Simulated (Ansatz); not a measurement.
# LaRh$_{3}$B$_{2}$ (space group P6/mmm, No. 191)

Space group P6/mmm (No. 191); a = 5.442 Å, b = 5.442 Å, c = 3.124 Å, α = 90.00°, β = 90.00°, γ = 120.00°

```csv
atom,site,symmetry,x,y,z
La,1a,6/mmm,0.0000,0.0000,0.0000
B,2c,-6m2,0.3333,0.6667,0.0000
Rh,3g,mmm,0.5000,0.5000,0.5000
```

The values are results of DFT with PBEsol, PAW potentials and a 420 eV plane-wave cutoff in Ansatz (a quantum-chemistry and plane-wave program), spin-orbit coupling left out, not measurements. Γ-centred 10×10×15 mesh, Fermi–Dirac width 0.05 eV.

```yaml
volume_per_atom: 13.36 Å³
density: 9.72 g/cm³
band_gap: zero
total_energy: -4247.840 eV/atom (σ→0; compares only within this code and set-up)
```

Whether these cells are dynamically stable was not tested. The final runs are not spin-polarised.
